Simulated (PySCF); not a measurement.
PySCF 2.14.0, B3LYP/def2-svpd, df: hydrogen telluride ([TeH2]), 3 atoms. The geometry is a generated start, not checked to be a minimum at this level.

```yaml
task: energy
method: b3lyp
basis: def2-svpd
two_electron_scheme: density fitting
mol.max_memory: 3000 MB
mf.max_cycle: 100
mf.DIIS: CDIIS (default)
mf.conv_tol: 1e-09 (default)
mf.grids.level: 3 (default)
effective_core_potentials: those of the basis set, past Kr
basis_functions: 51
grid_points: 41576
```

```xyz
3

Te     0.0087     0.7876     0.0236
H     -1.1423    -0.3813    -0.0033
H      1.1335    -0.4063    -0.0203
```

With the defaults (mf.diis = true, mf.level_shift = 0, mf.init_guess = minao, mf.diis_space = 8, mf.damp = 0, mf.diis_start_cycle = 1) it converges in 11 Fock builds. One run each on 2 threads, 1 BLAS thread, with these changes:
- mf.diis_space = 12
- mf.level_shift = 0.3 Hartree
- mf.init_guess = atom
- mf.init_guess = mod_huckel
- mf.level_shift = 0.1 Hartree
- mf.damp = 0.3, mf.diis_start_cycle = 4
- mf.level_shift = 1 Hartree
- mf.diis = false
- mf.init_guess = huckel

Task: Name the settings that don't reach the solution of the defaults.

Result: No convergence: mf.diis = false (the run ends without SCF convergence in 100 cycles). The rest reach the solution of the defaults.

```tsv
setting	Fock builds	end
mf.init_guess = mod_huckel	9	same solution
mf.init_guess = huckel	9	same solution
mf.init_guess = atom	9	same solution
the defaults	11	same solution
mf.diis_space = 12	11	same solution
mf.damp = 0.3, mf.diis_start_cycle = 4	12	same solution
mf.level_shift = 0.1 Hartree	13	same solution
mf.level_shift = 0.3 Hartree	16	same solution
mf.level_shift = 1 Hartree	34	same solution
mf.diis = false	101	no convergence
```
